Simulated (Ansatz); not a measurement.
# SnO2 under a change: pressure 30 GPa

Consider SnO2 in the rutile structure (space group P4_2/mnm, No. 136; a = 4.760 Å, c = 3.201 Å).

One thing is altered: a hydrostatic pressure of 30 GPa.

All numbers come from plane-wave PAW DFT at the r2SCAN level (Ansatz, a program for electronic structure, 500 eV), no spin-orbit coupling. Settings: 7×7×10 k-points, 0.05 eV Fermi–Dirac smearing.

```tsv
quantity	base	changed	shift
density	6.90 g/cm³	7.72 g/cm³	+0.82 g/cm³
lattice parameter a	8.995 bohr	8.599 bohr	-0.396 bohr
c/a ratio	0.672	0.688	+0.016
shortest interatomic distance	3.891 bohr	3.708 bohr	-0.1835 bohr
enthalpy H = E + PV relative to the base's energy	–	+2.13 eV/atom	–
band gap	1.77 eV	3.12 eV	+1.35 eV
gap character	direct at Γ	direct at Γ	–
electron mass	0.19 mₑ along c, 0.22 mₑ across (at Γ)	0.24 mₑ along c, 0.28 mₑ across (at Γ)	–
hole mass	1.7 mₑ along c, 1.3 mₑ across (at Γ)	1.4 mₑ along c, 1.2 mₑ across (at Γ)	–
valence-band top at Γ (three highest levels, from the VBM)	0.00, -0.77, -0.77 eV	0.00, -0.84, -0.84 eV	–
```

Final structure:

```
CELL_PARAMETERS angstrom
      4.55036     0.00000     0.00000
      0.00000     4.55036     0.00000
      0.00000     0.00000     3.13170
ATOMIC_POSITIONS crystal
  Sn 0.00000 0.00000 0.00000
  Sn 0.50000 0.50000 0.50000
  O  0.30491 0.30491 0.00000
  O  0.80491 0.19509 0.50000
  O  0.19509 0.80491 0.50000
  O  0.69509 0.69509 0.00000
```

Load acts through the strain it causes; cell and atoms are relaxed under it. Masses are band curvatures over ±0.01 Å⁻¹ around the edge. Stability against distortions was not tested. Competing high-pressure phases were not computed.
